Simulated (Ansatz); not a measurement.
## Cu: pressure series

Consider Cu (space group P6_3/mmc, No. 194; a = 2.515 Å, c = 8.263 Å; a cell from a computed database, its experimental status unchecked).

Cell and atoms are relaxed at each pressure.

Calculations: PBEsol, PAW, 420 eV (Ansatz, a first-principles code; no spin-orbit coupling).

| variant | shortest interatomic distance | density |
|---|---|---|
| base | 4.753 bohr | 9.33 g/cm³ |
| pressure −2 GPa | 4.772 bohr | 9.21 g/cm³ |
| pressure −1 GPa | 4.762 bohr | 9.27 g/cm³ |
| pressure 0.3 GPa | 4.750 bohr | 9.34 g/cm³ |
| pressure 0.7 GPa | 4.746 bohr | 9.36 g/cm³ |
| pressure 1.5 GPa | 4.739 bohr | 9.41 g/cm³ |
| pressure 3 GPa | 4.726 bohr | 9.49 g/cm³ |
| pressure 5 GPa | 4.709 bohr | 9.59 g/cm³ |
| pressure 7.5 GPa | 4.690 bohr | 9.71 g/cm³ |
| pressure 10 GPa | 4.671 bohr | 9.83 g/cm³ |

Load acts through the strain it causes; cell and atoms are relaxed under it. Stability against distortions was not tested. Competing high-pressure phases were not computed. All final runs are without spin polarisation. This is not the structure that Cu has at room temperature and ambient pressure.
